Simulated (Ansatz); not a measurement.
# Hypothetical fluorite TeO2: pressure series

Base system: TeO$_{2}$ in the fluorite structure (space group Fm-3m, No. 225; a = 5.3853 Å; a hypothetical phase, not in the database extracts checked).

Cell and atoms are relaxed at each pressure.

Method: Ansatz (an electronic-structure program) PBE, no spin-orbit coupling, earlier PAW set.

| pressure (GPa) | volume per atom (Å³/atom) |
|---|---|
| -2 | 13.182 |
| -1 | ? |
| 0 | 13.015 |
| 1.8 | 12.874 |
| 4.2 | 12.698 |
| 9 | 12.381 |
| 18 | 11.882 |
| 30 | 11.346 |
| 60 | 10.376 |

Problem. Fit the third-order Birch–Murnaghan form P(V) = (3B₀/2)[(V₀/V)^(7/3) − (V₀/V)^(5/3)]·[1 + (3/4)(B₀′ − 4)((V₀/V)^(2/3) − 1)] (squares taken in P) to the rows shown and predict the withheld row.

Solution. Least squares on the printed values gives V₀ = 13.014 Å³/atom, B₀ = 163 GPa, B₀′ = 4.3; this predicts 13.096 Å³/atom, and the run gives 13.097 Å³/atom, in agreement.

Load acts through the strain it causes; cell and atoms are relaxed under it. Whether these cells are dynamically stable was not tested. No other phases were tried under pressure.
